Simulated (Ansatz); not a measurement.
Start from Ge in the diamond structure (space group Fd-3m, No. 227; a = 5.6762 Å).

Method: PBEsol/PAW in Ansatz (a program for electronic structure), no SOC.

One change was made to it. Results:

The band gap changes from zero to 0.33 eV; the lattice parameter a decreases by 0.367 bohr (10.726 bohr → 10.359 bohr).

**Question.** Which of these changes matches the shifts?
A) pressure 9 GPa
B) pressure 60 GPa
C) pressure 45 GPa
D) pressure −1 GPa

**Answer.** A, pressure 9 GPa. For comparison, the band gap in the other runs: pressure 45 GPa gives zero; pressure −1 GPa gives zero; pressure 60 GPa gives zero.

Load acts through the strain it causes; cell and atoms are relaxed under it. Whether these cells are dynamically stable was not tested. Measured, Ge leaves this structure (for the β-tin structure) near 10.6 GPa (room temperature; as listed in arXiv:1906.07825). A zero or small gap of Ge can be the functional's error rather than a property of the material.
